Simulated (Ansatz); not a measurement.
The parent structure is Re in the hcp (Mg type) structure (space group P6_3/mmc, No. 194; a = 2.7508 Å, c = 4.4414 Å).

Now apply this change: Ti replaces 37.5 % of the Re, ordered in a cell of 8 atoms (starting symmetry Pmm2) and fully relaxed.

The other end (x = 1) is Ti in the hcp (Mg type) structure (space group P6_3/mmc, No. 194): 16.73 Å³/atom, gap zero.

Levels (all Ansatz, an electronic-structure program, PAW): PBEsol (420 eV, no spin-orbit coupling); PBEsol+SOC (420 eV, noncollinear with spin-orbit coupling).

The geometry is relaxed with PBEsol.

PBEsol pressure: 0.0 GPa

Q: How does going to PBEsol+SOC change the pressure?

A: The pressure goes from zero to 0.3 GPa.

Single points use the geometry relaxed with PBEsol. Differences between runs with and without spin-orbit coupling are approximate. These are small ordered cells, not random alloys; other orderings at the same x differ. Stability against distortions was not tested. The runs without spin-orbit coupling are not spin-polarised. Under x(Ti) = 0.375, 8 atoms, Pmm2 the cell changed shape so far that it is another structure.
